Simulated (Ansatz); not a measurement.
## Response to strain in CuAu

Take CuAu (space group P4/mmm, No. 123; a = 2.8129 Å, c = 3.5930 Å; relaxed with 0.1 eV smearing) as the base.

Strains are applied to the cell and any free atomic positions relax.

All numbers come from DFT with PBEsol, PAW potentials and a 420 eV plane-wave cutoff in Ansatz (a quantum-chemistry and plane-wave program), spin-orbit coupling left out.

Candidates:
(a) isotropic strain +2.00 %
(b) isotropic strain −1.50 %
(c) isotropic strain −0.50 %

Notes on the quantities. energy relative to the base: free energy F.

### Question
Order them by energy relative to the base, lowest first.

### Answer
(c) isotropic strain −0.50 % (+1.7 meV/atom), (b) isotropic strain −1.50 % (+16 meV/atom), (a) isotropic strain +2.00 % (+25 meV/atom)

Whether these cells are dynamically stable was not tested. All final runs are without spin polarisation.
